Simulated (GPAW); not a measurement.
## Several settings converged on Sn (Immm, 1 atom in the cell)

```xyz
1
Lattice="-1.6963 1.9605 2.1142 1.6963 -1.9605 2.1142 1.6963 1.9605 -2.1142" Properties=species:S:1:pos:R:3 pbc="T T T"
Sn     0.0000     0.0000     0.0000
```

Base method: PBEsol, GPAW PAW datasets PBEsol (made by gpaw-setup) (plane waves; GPAW).

Base settings: mode = pw; ecut = 550 eV; xc = PBEsol; kpts = 6 6 6; mesh shift (steps) = 0 0 0; occupations.name = fermi-dirac; occupations.width = 0.1 eV; nbands = -7; convergence.forces = 0.001 eV/Å; symmetry.symmorphic = false.

The count of work is k-points × plane waves × bands × iterations; it is no time. 

**The k-point mesh**

The second cell is the first with its lattice scaled by 0.98.

Only quantities that move along the ladder and can be compared are tabulated.

```tsv
kpts	free energy less the last step's (meV/atom)	energy of the compressed cell less the first (meV/atom)	pressure (GPa)	count of work / last
2 2 2	-2061.26	-105.93	-11.58	0.0068
3 3 3	111.99	-34.16	-4.75	0.014
4 4 4	171.53	-23.58	-3.69	0.023
6 6 6	44.28	-14.94	-3.00	0.075
7 7 7	-21.19	-13.49	-2.85	0.11
9 9 9	-7.39	-19.16	-3.33	0.20
11 11 11	2.91	-19.57	-3.36	0.35
13 13 13	-0.09	-18.93	-3.31	0.59
16 16 16	0.00	-19.31	-3.32	1.0
```

Coarsest kpts that holds the pressure within 0.5 GPa of the last step, with all finer ones: 4 4 4, at 0.023 of the last step's count of work; the step before is off by 1.4 GPa.

Coarsest kpts that holds the free energy within 0.5 meV/atom of the last step, with all finer ones: 13 13 13; the step before is off by 2.9 meV/atom.

Coarsest kpts that holds the energy of the compressed cell less the first within 1 meV/atom of the last step, with all finer ones: 9 9 9, at 0.20 of the last step's count of work; the step before is off by 5.8 meV/atom.

The energy difference between the two cells stays within 1 meV/atom of the last step's from 9 9 9 on, the total only from 13 13 13 on: much of the error is common to both cells and cancels.

**The k-point mesh at a smearing width of 0.3 eV**

In this ladder: occupations.width = 0.3 eV.

Only quantities that move along the ladder and can be compared are tabulated.

```csv
kpts,free energy less the last step's (meV/atom),pressure (GPa),count of work / last
5 5 5,64.54,-1.90,0.018
7 7 7,-9.54,-2.85,0.058
8 8 8,-8.29,-3.14,0.075
12 12 12,0.75,-2.92,0.24
17 17 17,0.12,-2.96,0.63
20 20 20,0.00,-2.96,1.0
```

Coarsest kpts that holds the pressure within 0.5 GPa of the last step, with all finer ones: 7 7 7, at 0.058 of the last step's count of work; the step before is off by 1.1 GPa.

Coarsest kpts that holds the free energy within 2 meV/atom of the last step, with all finer ones: 12 12 12, at 0.24 of the last step's count of work; the step before is off by 8.3 meV/atom.

**The width of cold smearing**

In this ladder: kpts = 10 10 10; occupations.name = marzari-vanderbilt.

Narrow widths need finer meshes than wide ones, so the last steps can hold mesh noise.

Only quantities that move along the ladder and can be compared are tabulated; pressure and forces are left out, as mesh noise rules them at narrow widths.

```csv
occupations.width,free energy less the last step's (meV/atom)
1 eV,-5.25
0.5 eV,1.01
0.3 eV,0.15
0.1 eV,0.00
```

Widest occupations.width that holds the free energy within 0.5 meV/atom of the last step, with all finer ones: 0.3 eV; the step before is off by 1.0 meV/atom.

On the base run: the starting cell comes from a database of computed structures (which also holds hypothetical and non-ambient phases and stackings), without a prior relaxation at this level. Its lattice was rescaled by up to half a per cent.

Left out of this page: 2 runs of the series outside the window shown, repeating another row's setting, or not comparable.
